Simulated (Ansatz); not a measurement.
Input and output of a self-consistent single point for LiLaBi₂ (P4/nmm, 8 atoms in the cell) (Ansatz, a quantum-chemistry and plane-wave program)

Computed with LDA (PW92), harder PAW files (source: ansatz) made with PBE (plane waves; Ansatz).

Input:

Ansatz 0.2 input:
```yaml
crystal:
  lattice:
    - [4.469928, 0.000000, 0.000000]
    - [0.000000, 4.469928, 0.000000]
    - [0.000000, 0.000000, 10.789708]
  atoms:
    - { symbol: Li, position: [0.000000, 0.000000, 0.000000] }
    - { symbol: Li, position: [0.500000, 0.500000, 0.000000] }
    - { symbol: La, position: [0.000000, 0.500000, 0.258010] }
    - { symbol: La, position: [0.500000, 0.000000, 0.741990] }
    - { symbol: Bi, position: [0.000000, 0.500000, 0.841920] }
    - { symbol: Bi, position: [0.500000, 0.000000, 0.158080] }
    - { symbol: Bi, position: [0.000000, 0.000000, 0.500000] }
    - { symbol: Bi, position: [0.500000, 0.500000, 0.500000] }
basis:
  ecutwfc: 57.3 Ry
kpoints:
  mp_grid: { grid: [5, 5, 2] }
hamiltonian:
  xc: lda
  pseudopotentials: { kind: paw, source: ansatz }
scf:
  occupations: { method: cold, width: 0.02 Ry }
output:
  forces: true
  eigenvalues: true
  stress: true
```

Log, with long lists cut:

```
WARN basis.ecutwfc = 779.6062159475562 eV is below the records' recommended cutoff, and the density's cutoff is lower with it unless basis.ecutrho_ratio is …
WARN ansatz: RAYON_NUM_THREADS=1 ignored (pool sized by the plan → 1); use --threads N
Pseudopotentials: kind: paw
Pseudopotential: Li, paw, valence charge 3
Pseudopotential: La, paw, valence charge 11
Pseudopotential: Bi, paw, valence charge 23
Crystal: 8 atoms, lattice volume = 215.581 Å³
Basis set: ecut = 779.6062159475562 eV, 10661 PW (Γ)
Bands: 72, of which v1, the nominal top of the filled ones, is band 60 counted from 1 (59 counted from 0)
Symmetry: 16 space group operations
Space group: P4/nmm (ITA 129), of the structure as read, at distance tolerance 6.0e-5 Å
k-points: 12 of 50
PAW frozen core: La, regenerated for the run's functional, and the local potential with it
PAW frozen core: Bi, regenerated for the run's functional, and the local potential with it
Initial density: superposition of atomic densities (chi_scale 0.1, normalization cell, long waves kept (reshape's long-wave potential 0.44 eV rms))
Initial wavefunctions: pseudopotential atomic-orbital guess
Eigensolver: davidson
Functional: x = slater, c = lda
SCF iter   1: F=—  HF=-75659.550715 eV  |F-HF|=—  |Δ(HF+E_count)|=         —  Δρ=1.20e-1  dr2=1.45e2  ethr=3.10e-3  ⟨swp⟩=7.0  Hψ=6879  notcnv=0
all-band conjugate gradients solve this SCF's bands
automatic band count: the SCF goes on with 84 bands, as 72 were too few: the levels above may hold too much charge
preconditioner: auto → Kerker (q_TF=auto, 2.474 Å⁻¹)
SCF iter   2: F=—  HF=-75659.048700 eV  |F-HF|=—  |Δ(HF+E_count)|=   5.02e-1  S|Δr|=    0.00e0  Δρ=4.95e-2  dr2=2.29e1  ethr=3.10e-3  ⟨swp⟩=7.6  Hψ=2683  notcnv=0  defer=38
preconditioner: auto → Resta (q_TF=auto, 2.474 Å⁻¹)
SCF iter   3: F=—  HF=-75652.304019 eV  |F-HF|=—  |Δ(HF+E_count)|=    6.74e0  S|Δr|=    0.00e0  Δρ=2.95e-2  dr2=8.15e0  ethr=3.10e-3  ⟨swp⟩=4.7  Hψ=1938  notcnv=0  defer=192
SCF iter   4: F=—  HF=-75650.495936 eV  |F-HF|=—  |Δ(HF+E_count)|=    1.81e0  S|Δr|=    0.00e0  Δρ=1.94e-2  dr2=1.18e0  ethr=3.10e-3  ⟨swp⟩=3.1  Hψ=1339  notcnv=0  defer=198
SCF iter   5: F=—  HF=-75649.395787 eV  |F-HF|=—  |Δ(HF+E_count)|=    1.10e0  S|Δr|=    0.00e0  Δρ=4.25e-3  dr2=1.70e-1  ethr=9.83e-4  ⟨swp⟩=4.1  Hψ=2093  notcnv=0  defer=207
SCF iter   6: F=—  HF=-75649.365769 eV  |F-HF|=—  |Δ(HF+E_count)|=   3.00e-2  S|Δr|=    0.00e0  Δρ=1.56e-3  dr2=1.63e-2  ethr=1.42e-4  ⟨swp⟩=3.4  Hψ=1695  notcnv=0  defer=192
SCF iter   7: F=—  HF=-75649.364926 eV  |F-HF|=—  |Δ(HF+E_count)|=   8.43e-4  S|Δr|=    0.00e0  Δρ=9.23e-4  dr2=6.36e-3  ethr=1.36e-5  ⟨swp⟩=2.2  Hψ=1180  notcnv=0  defer=188
SCF iter   8: F=—  HF=-75649.363326 eV  |F-HF|=—  |Δ(HF+E_count)|=   1.60e-3  S|Δr|=    0.00e0  Δρ=2.70e-4  dr2=5.90e-4  ethr=5.30e-6  ⟨swp⟩=2.0  Hψ=1333  notcnv=0  defer=188
SCF iter   9: F=—  HF=-75649.363176 eV  |F-HF|=—  |Δ(HF+E_count)|=   1.51e-4  S|Δr|=    0.00e0  Δρ=7.65e-5  dr2=4.48e-5  ethr=4.91e-7  ⟨swp⟩=2.2  Hψ=1333  notcnv=0  defer=188
SCF iter  10: F=—  HF=-75649.362792 eV  |F-HF|=—  |Δ(HF+E_count)|=   3.84e-4  S|Δr|=    0.00e0  Δρ=1.07e-5  dr2=6.18e-7  ethr=3.73e-8  ⟨swp⟩=2.2  Hψ=1536  notcnv=0  defer=188
SCF iter  11: F=-75649.362792 eV  HF=-75649.362792 eV  |F-HF|=5.27e-8  |Δ(HF+E_count)|=   2.41e-7  S|Δr|=    0.00e0  Δρ=3.09e-6  dr2=4.87e-8  ethr=8.33e-11  ⟨swp⟩=15.1  Hψ=6679  notcnv=0
SCF 1 converged in 11 iterations: F = -75649.362792 eV  dr2 = 4.87e-8
SCF converged after 11 iterations
Stability not checked (fill_not_monotonic)
Free energy (F): -75649.362792 eV
Harris-Foulkes:  -75649.362792 eV  (|F-HF|=5.27e-8)
Internal energy: -75649.389637 eV  (E = F + TS)
E sigma→0 (E₀):  -75649.371740 eV
Entropy (-TS):   0.026845 eV (3.356 meV/atom)
Fermi energy:    11.146522 eV
--- Per-component energies (eV) ---
  E_band       = -3551.826579
  E_kinetic    = 3010.270311
  E_local      = -26308.486480  (includes V_loc(G=0)·N_el)
  E_nonlocal   = 6297.205015
  E_hartree    = 9650.690397
  E_xc         = -3327.653786
  E_vxc        = -1501.616268  (∫ρ·V_xc dr)
  E_paw        = -50777.156791  (= ΣΔE_a)
  E_vpaw       = -4350.557533  (= ΣTr[D̂ρ^β])
  E_aug_tail   = 0.000046  (compensation charges beyond the density's cutoff)
  E_ewald      = -14197.665396
  E_core_change = 3.407047  (= ΣΔE_core)
  E_smearing   = 0.026845  (= −TS)
  E_closure    = -0.000000  (closes the sum)
  Σ components = -75649.362792   (vs F -75649.362792, Δ=0.00e0)
--- Forces (eV/Å), atoms counted from 1 ---
  atom   1  Li    -0.00000000     0.00000000    -0.00000000
  atom   2  Li     0.00000000     0.00000000     0.00000000
  atom   3  La     0.00000000     0.00000000    -0.05399875
  atom   4  La    -0.00000000     0.00000000     0.05399875
  atom   5  Bi     0.00000000     0.00000000    -0.07561004
  atom   6  Bi    -0.00000000     0.00000000     0.07561004
  atom   7  Bi    -0.00000000     0.00000000     0.00000000
  atom   8  Bi     0.00000000     0.00000000    -0.00000000
  max |Σ_I F_I| component: 2.08e-17 eV/Å
--- Stress (GPa, compression-positive) ---
       -0.202550      -0.000000       0.000000
       -0.000000      -0.202550      -0.000000
        0.000000      -0.000000      -1.195936
  P = ⅓ Tr σ = -0.5337 GPa (-5.337 kbar)
  The stress holds the Pulay correction. Without it, at fixed plane waves, as pw.x and ABINIT print it: P = -0.5364 GPa
--- Band table (eV; the first three rows and the last of 12) ---
  k-point 0: bands = ["-141.6411", "-141.6409", "-141.0298", "-141.0298", "-79.6417", "-79.6417", "-79.6371", "-79.6371", "-79.5142", "-79.5136", "-79.0009", "-79.0009", "-78.9716", "-78.9716", "-78.9716", "-78.9716", "-33.5905", "-33.5801", [...]
  k-point 1: bands = ["-141.6411", "-141.6409", "-141.0298", "-141.0298", "-79.6417", "-79.6417", "-79.6371", "-79.6371", "-79.5142", "-79.5136", "-79.0009", "-79.0009", "-78.9716", "-78.9716", "-78.9716", "-78.9716", "-33.5905", "-33.5801", [...]
  k-point 2: bands = ["-141.6411", "-141.6409", "-141.0298", "-141.0298", "-79.6413", "-79.6413", "-79.6375", "-79.6375", "-79.5141", "-79.5136", "-79.0009", "-79.0009", "-78.9716", "-78.9716", "-78.9716", "-78.9716", "-33.5895", "-33.5811", [...]
  k-point 11: bands = ["-141.6410", "-141.6410", "-141.0298", "-141.0298", "-79.6420", "-79.6415", "-79.6372", "-79.6368", "-79.5139", "-79.5138", "-79.0009", "-79.0009", "-78.9716", "-78.9716", "-78.9716", "-78.9716", "-33.5857", "-33.5847", [...]
```

The run converged in 11 iterations.

The starting cell comes from a database of computed structures (which also holds hypothetical and non-ambient phases and stackings), without a prior relaxation at this level. Its lattice was rescaled by a random factor within 2.5 % of one. Spin-orbit coupling is off. Ansatz's pressure includes its estimate of the finite-basis (Pulay) stress. The cutoff lies below the one recommended for these files.

Cost on one core of a shared machine: roughly 40 s.
